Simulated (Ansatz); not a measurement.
FeS2: Fe → Ir

Base system: FeS2 (space group Pnnm, No. 58; a = 4.3675 Å, b = 5.3331 Å, c = 3.3444 Å; non-magnetic).

Modification: full substitution Fe → Ir, then cell and atoms are relaxed.

Method: plane-wave PAW DFT at the PBEsol level (Ansatz, a quantum-chemistry and plane-wave program, 420 eV), without spin-orbit coupling. Settings: 10×8×13 k-points, 0.05 eV Fermi–Dirac smearing, for the changed cell.

The volume per atom grows by 3.26 Å³ to 16.24 Å³ and the density increases by 3.622 g/cm³ to 8.74 g/cm³. The space group remains Pnnm (No. 58) and the shortest interatomic distance goes up by 0.146 Å to 2.338 Å. The band gap changes from 0.92 eV to zero.

Cost of the whole job for the changed cell (relaxation, final SCF and bands): very roughly 6 core-minutes.

Stability against distortions was not tested. As relaxed here, IrS2 is a hypothetical phase, not in the database extracts checked. Seeded moments were not kept for the base. All final runs are without spin polarisation. IrS2 has a high density of states at the Fermi level and may be magnetic at this level.
